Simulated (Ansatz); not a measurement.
Results of G0W0@HSE06 (plane waves, hard PAW, contour deformation; Ansatz, an electronic-structure program) for stishovite (SiO2).

The cell has the measured lattice parameters. Conventional cell: a = 4.1790 Å, b = 4.1790 Å, c = 2.6649 Å, α = 90.00°, β = 90.00°, γ = 90.00°.

The quasiparticle gap at Γ at a fixed k mesh 4×4×4:

```tsv
response cutoff	value (eV)
150 eV, 357 empty bands	9.348
200 eV, 549 empty bands	9.452
250 eV, 767 empty bands	9.510
300 eV, 1009 empty bands	9.542
```

Question: Taking the value to converge with the response cutoff E as E^(−3/2), extrapolate from the last two rows.

Answer: With y = y∞ + c/w and weights w = 3953 and 5196 for the last two rows, y∞ = (w2 y2 − w1 y1)/(w2 − w1) = (5196 × 9.542 − 3953 × 9.510)/1243 = 9.644 eV, which lies 0.102 beyond the last row. Successive pairs of rows give 9.645, 9.656, 9.644. The limit also hangs on the law assumed, so its last digits aren't firm.

The other settings are not extrapolated, so this is the limit in one setting alone.

Note: GW on a hybrid start was not checked against another program.
